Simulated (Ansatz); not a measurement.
Input and output of a zone-centre phonon calculation for RbTl₃ (Fm-3m, 4 atoms in the cell) (Ansatz, a program for electronic structure).

Method: LDA (PW92), PAW files made with PBE (plane waves; Ansatz).

```
RbTl3
1.0
    0.00000     4.18059     4.18059
    4.18059     0.00000     4.18059
    4.18059     4.18059     0.00000
Rb Tl
1 3
Direct
  0.00000   0.00000   0.00000
  0.25000   0.25000   0.25000
  0.75000   0.75000   0.75000
  0.50000   0.50000   0.50000
```

Reference input (self-consistent single point, DFT, LDA (PW92), plane waves, PAW files made with PBE): kpoints.mp_grid.grid = 7 7 7; hamiltonian.xc = lda; hamiltonian.pseudopotentials = {kind: paw} (the program's default PAW files); scf.occupations.method = gaussian; scf.occupations.width = 0.1 eV. This run's input differs from it in these lines:

```diff
@@ -17,6 +17,4 @@
   occupations: { method: gaussian, width: 0.1 }
-output:
-  forces: true
-  eigenvalues: true
-  stress: true
+phonons:
+  method: dfpt
```

The program printed (abridged):

```
SCF iter   1: F=—  HF=-36615.678055 eV  |F-HF|=—  |Δ(HF+E_count)|=         —  Δρ=2.08e-2  dr2=1.13e0  ethr=3.10e-3  ⟨swp⟩=7.2  Hψ=5116  notcnv=0
all-band conjugate gradients solve this SCF's bands
preconditioner: auto → Resta (q_TF=auto, 2.266 Å⁻¹)
SCF iter   2: F=—  HF=-36615.259267 eV  |F-HF|=—  |Δ(HF+E_count)|=   4.19e-1  Δρ=7.98e-3  dr2=2.00e-1  ethr=2.35e-3  ⟨swp⟩=3.6  Hψ=2545  notcnv=0  defer=18
   [... lines left out ...]
SCF iter   9: F=—  HF=-36615.172110 eV  |F-HF|=—  |Δ(HF+E_count)|=   2.39e-9  Δρ=1.09e-6  dr2=3.15e-9  ethr=9.16e-11  ⟨swp⟩=2.8  Hψ=2053  notcnv=0  defer=15
SCF iter  10: F=—  HF=-36615.172110 eV  |F-HF|=—  |Δ(HF+E_count)|=  4.66e-10  Δρ=2.49e-7  dr2=1.32e-10  ethr=6.56e-12  ⟨swp⟩=2.0  Hψ=1546  notcnv=0  defer=15
SCF iter  11: F=—  HF=-36615.172110 eV  |F-HF|=—  |Δ(HF+E_count)|=  7.28e-12  Δρ=8.28e-8  dr2=1.23e-11  ethr=1.00e-12  ⟨swp⟩=1.2  Hψ=1151  notcnv=0  defer=15
SCF iter  12: F=-36615.172110 eV  HF=-36615.172110 eV  |F-HF|=7.28e-12  |Δ(HF+E_count)|=    0.00e0  Δρ=1.41e-8  dr2=2.94e-13  ethr=1.00e-12  ⟨swp⟩=8.6  Hψ=5838  notcnv=0
SCF 1 converged in 12 iterations: F = -36615.172110 eV  dr2 = 2.94e-13
DFPT response loops at Γ: preconditioner auto → Kerker (q_TF=auto, 2.266 Å⁻¹) (partly filled bands, converged f_vac=0.000) …
Free energy (F): -36615.172110 eV
Internal energy: -36615.160918 eV  (E = F + TS)
E sigma→0 (E₀):  -36615.166514 eV
Entropy (-TS):   -0.011192 eV (-2.798 meV/atom)
Fermi energy:    7.019484 eV
--- Phonons (Γ-DFPT): 3 representative perturbations + reference, on 40 of 343 k-points (Σ response iterations 9) ---
  k mesh reduced under 8 symmetry operations, with k and −k counted as one. Each operation leaves every solved displacement unchanged or reverses it
  ASR residual: 1.879e-5 → 0.000e0 eV/Å²; symmetrization residual: 1.057e-5 eV/Å²
  ASR residual per site (eV/Å²): 1.04e-5 1.88e-5 1.88e-5 1.01e-6
  Γ frequencies (cm⁻¹): 0.00 0.00 0.00 19.70 19.70 19.70 24.22 24.22 24.22 74.90 74.90 74.90
  non-analytic LO–TO correction: not included (Born effective charges unavailable; polar crystals: no LO–TO splitting at Γ)
```

The run converged in 12 iterations. 

Summary of the result:
```
Quantity                                                                                       Result
--------------------------------------------------------  -------------------------------------------
Free energy E − TS (on the zero of these files)                                        -36615.1721 eV
Fermi level (on the code's own zero)                                                          7.02 eV
Zone-centre frequencies (cm⁻¹; negative means imaginary)  0, 0, 0, 20, 20, 20, 24, 24, 24, 75, 75, 75
```

The starting cell comes from a database of computed structures (which also holds hypothetical and non-ambient phases and stackings), without a prior relaxation at this level. Its lattice was rescaled by a random factor within 2.5 % of one.

Keys are those of Ansatz 0.2.
